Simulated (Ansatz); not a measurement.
AlN under load (space group P6_3mc): band-edge transport data

Given:

```
AlN
1.0
    3.02998     0.00000     0.00000
   -1.51499     2.62404     0.00000
    0.00000     0.00000     5.05966
Al N
2 2
Direct
  0.33333   0.66667   0.00043
  0.66667   0.33333   0.50043
  0.33333   0.66667   0.37457
  0.66667   0.33333   0.87457
```

Computed with PBE with spin-orbit coupling, rigid bands (plane waves, PAW; Ansatz, an electronic-structure program). Condition of this run: biaxial stress in the c plane of 13.5 GPa (compression positive) (the target of the relaxation). How the cell was made: cell and atoms relaxed with PBEsol, then loaded as said.

The band gap is 4.54 eV. The electron conductivity mass (300 K, dilute) is 0.34 (x), 0.34 (y), 0.29 (z) mₑ. The hole conductivity mass (300 K, dilute) is 2.3 (x), 2.3 (y), 3.8 (z) mₑ. The effective density of states N_c (300 K) comes out as 4.5e18 cm⁻³ and the effective density of states N_v (300 K) comes out as 2.3e20 cm⁻³. The density-of-states mass, electrons is 0.32 mₑ and the density-of-states mass, holes is 4.4 mₑ. The Seebeck coefficient, n-type 1e19 cm⁻³, 300 K is -162 μV/K and the Seebeck coefficient, p-type 1e19 cm⁻³, 300 K comes out as 501 μV/K.

Rigid bands; masses and Seebeck coefficients take one relaxation time τ for all states and one kind of carrier; polarons and phonon drag are left out. Geometry: cell and atoms relaxed with PBEsol.
